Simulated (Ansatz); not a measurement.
Worked example: self-consistent single point of Ag (Fm-3m, 1 atom in the cell) in Ansatz (an electronic-structure program).

Level of theory: PBE (plane waves, PAW; Ansatz).

```xyz
1
Lattice="0.0000 2.0552 2.0552 2.0552 0.0000 2.0552 2.0552 2.0552 0.0000" Properties=species:S:1:pos:R:3 pbc="T T T"
Ag     0.0000     0.0000     0.0000
```

Reference input (self-consistent single point, DFT, PBE, plane waves, default PAW files): basis.ecutwfc = 420 eV; kpoints.mp_grid.grid = 14 14 14; hamiltonian.xc = pbe; hamiltonian.pseudopotentials = {kind: paw} (the program's default PAW files); scf.occupations.method = fermi_dirac; scf.occupations.width = 0.1 eV. This run's input differs from it in these lines:

Ansatz 0.2 input:
```diff
@@ -8,3 +8,3 @@
 basis:
-  ecutwfc: 420.0
+  ecutwfc: 1010.0
 kpoints:
```

Output (repeated stretches shortened):

```
SCF iter   1: F=—  HF=-7590.555585 eV  |F-HF|=—  |Δ(HF+E_count)|=         —  Δρ=1.05e-3  dr2=2.63e-5  ethr=1.77e-3  ⟨swp⟩=4.7  Hψ=7367  notcnv=0
all-band conjugate gradients solve this SCF's bands
preconditioner: auto → none
SCF iter   2: F=—  HF=-7590.555770 eV  |F-HF|=—  |Δ(HF+E_count)|=   1.84e-4  Δρ=5.53e-4  dr2=8.45e-6  ethr=1.38e-7  ⟨swp⟩=2.1  Hψ=3301  notcnv=0
   [... lines left out ...]
SCF iter   4: F=-7590.555793 eV  HF=-7590.555793 eV  |F-HF|=8.44e-8  |Δ(HF+E_count)|=   5.75e-8  Δρ=2.94e-5  dr2=6.12e-8  ethr=1.93e-8  ⟨swp⟩=2.2  Hψ=2116  notcnv=0
iter 5 did not close the SCF: its close was put off for the readings that it lacked (scf_convergence_deferred on its scf_iter line)
SCF iter   5: F=-7590.555793 eV  HF=-7590.555793 eV  |F-HF|=3.55e-11  |Δ(HF+E_count)|=   1.08e-7  Δρ=3.51e-6  dr2=1.20e-9  ethr=3.22e-10  ⟨swp⟩=2.1  Hψ=2271  notcnv=0
SCF iter   6: F=-7590.555793 eV  HF=-7590.555793 eV  |F-HF|=1.18e-11  |Δ(HF+E_count)|=  4.00e-10  Δρ=5.16e-7  dr2=1.03e-11  ethr=6.31e-12  ⟨swp⟩=1.9  Hψ=4106  notcnv=0
SCF 1 converged in 6 iterations: F = -7590.555793 eV  dr2 = 1.03e-11
Free energy (F): -7590.555793 eV
Internal energy: -7590.546466 eV  (E = F + TS)
E sigma→0 (E₀):  -7590.551130 eV
Entropy (-TS):   -0.009327 eV (-9.327 meV/atom)
Fermi energy:    16.903710 eV
--- Forces (eV/Å), atoms counted from 1 ---
  atom   1  Ag    -0.00000000     0.00000000    -0.00000000
--- Stress (GPa, compression-positive) ---
        2.713819      -0.000000       0.000000
       -0.000000       2.713819      -0.000000
       -0.000000      -0.000000       2.713819
  P = ⅓ Tr σ = 2.7138 GPa (27.138 kbar)
  The stress holds the Pulay correction. Without it, at fixed plane waves, as pw.x and ABINIT print it: P = 2.7121 GPa
```

The run converged in 6 iterations. Against the reference run the free energy falls by 2.0 meV/atom and the pressure moves little (2.72 to 2.71 GPa). The full log also holds: “iter 4 did not close the SCF: its close was put off for the readings that it lacked (scf_convergence_deferred on its scf_iter line)”.

The starting cell has typed, rounded lattice constants, without a prior relaxation at this level. Its lattice was rescaled by up to half a per cent. Ansatz's pressure includes its estimate of the finite-basis (Pulay) stress.
